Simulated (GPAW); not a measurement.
A self-consistent single point of ZnRh3 (I4/mmm, 4 atoms in the cell) with GPAW.

Method of the run: PBEsol, GPAW PAW datasets PBEsol (made by gpaw-setup) (plane waves; GPAW 25.7.0).

```xyz
4
Lattice="-1.8583 1.8583 3.7086 1.8583 -1.8583 3.7086 1.8583 1.8583 -3.7086" Properties=species:S:1:pos:R:3 pbc="T T T"
Zn     0.0000     0.0000     0.0000
Rh     0.0000     1.8583     1.8543
Rh     1.8583     0.0000     1.8543
Rh     0.0000     0.0000     3.7086
```

Reference input (self-consistent single point, DFT LDA (Perdew-Wang 92), plane waves, GPAW PAW datasets LDA (gpaw-data 1.0.1)): mode = pw; ecut = 800 eV; xc = LDA; kpts = 11 11 11; mesh shift (steps) = 0 0 0; occupations.name = methfessel-paxton; occupations.width = 0.05 eV; occupations.order = 0; nbands = -8; symmetry.symmorphic = false; symmetry.tolerance = 0.0005; maxiter = 100. This run's input differs from it in these lines:

```diff
@@ -15,3 +15,3 @@
 calc = GPAW(mode=PW(800),
-            xc='LDA',
+            xc='PBEsol',
             kpts=(11, 11, 11),
```

Its files differ too (potentials: GPAW PAW datasets PBEsol (made by gpaw-setup)).

Output (repeated stretches shortened):

```
     iter     time        total  log10-change:
                         energy   eigst   dens
iter:   1 --:--:--   -28.019063
iter:   2 --:--:--   -28.010746   -0.58  -1.42
iter:   3 --:--:--   -26.837359   -1.23  -1.43
iter:   4 --:--:--   -27.013061   -1.39  -1.79
iter:   5 --:--:--   -26.800417   -2.45  -1.86
iter:   6 --:--:--   -26.804461   -3.09  -2.10
iter:   7 --:--:--   -26.721347   -2.40  -2.09
iter:   8 --:--:--   -26.718949   -3.63  -2.67
iter:   9 --:--:--   -26.724598c  -2.95  -2.72
iter:  10 --:--:--   -26.722188c  -4.13  -2.95
iter:  11 --:--:--   -26.718991c  -3.56  -3.23
iter:  12 --:--:--   -26.718801c  -3.97  -3.21
iter:  13 --:--:--   -26.719146c  -4.52  -3.37
iter:  14 --:--:--   -26.718736c  -5.13  -3.74
iter:  15 --:--:--   -26.718759c  -6.55  -3.93
iter:  16 --:--:--   -26.718663c  -5.80  -3.93
iter:  17 --:--:--   -26.718530c  -5.27  -4.03c
iter:  18 --:--:--   -26.718505c  -5.86  -4.13c
iter:  19 --:--:--   -26.718496c  -5.71  -4.18c
iter:  20 --:--:--   -26.718497c  -6.37  -4.42c
iter:  21 --:--:--   -26.718498c  -6.91  -4.48c
iter:  22 --:--:--   -26.718493c  -6.39  -4.62c
iter:  23 --:--:--   -26.718494c  -6.89  -4.83c
iter:  24 --:--:--   -26.718494c  -8.17c -4.94c
Converged after 24 iterations.

Dipole moment: (-0.000000, -0.000000, -0.000000) |e|*Ang

Energy contributions relative to reference atoms: (reference = -439031.729948)

Kinetic:         +6.289506
Potential:       -7.697699
External:        +0.000000
XC:             -24.950687
Entropy (-ST):   -0.003993
Local:           -0.357618
SIC:             +0.000000
--------------------------
Free energy:    -26.720490
Extrapolated:   -26.718494

Showing only first 2 kpts
 Kpt  Band  Eigenvalues  Occupancy
  0    26     11.53787    0.00297
  0    27     11.53788    0.00297
  0    28     11.73588    0.00000
  0    29     13.00674    0.00000

  1    26     10.74697    2.00000
  1    27     11.38223    1.84767
  1    28     11.53651    0.00337
  1    29     12.72493    0.00000

Fermi level: 11.43284

No gap
No difference between direct/indirect transitions
Energy (eV): -26.718494

Forces in eV/Ang:
  0 Zn    0.00000    0.00000   -0.00000
  1 Rh    0.00000    0.00000    0.00000
  2 Rh    0.00000    0.00000    0.00000
  3 Rh    0.00000    0.00000    0.00000

Stress tensor:
    -0.088435     0.000000    -0.000000
     0.000000    -0.088435    -0.000000
    -0.000000    -0.000000    -0.088013
Stress (GPa, Voigt): [-14.1689 -14.1689 -14.1013  -0.      -0.       0.    ]
```

The run converged in 24 iterations. GPAW prints stress with tension positive. Against the reference run the pressure goes from 6.70 to 14.15 GPa.

The starting cell comes from a database of computed structures (which also holds hypothetical and non-ambient phases and stackings), without a prior relaxation at this level. Its lattice was rescaled by a random factor within 2.5 % of one. Spin polarisation is off. With a pressure of about 14 GPa the cell is away from its equilibrium volume at this level.

Cost on one core of a shared machine: roughly 7 min.
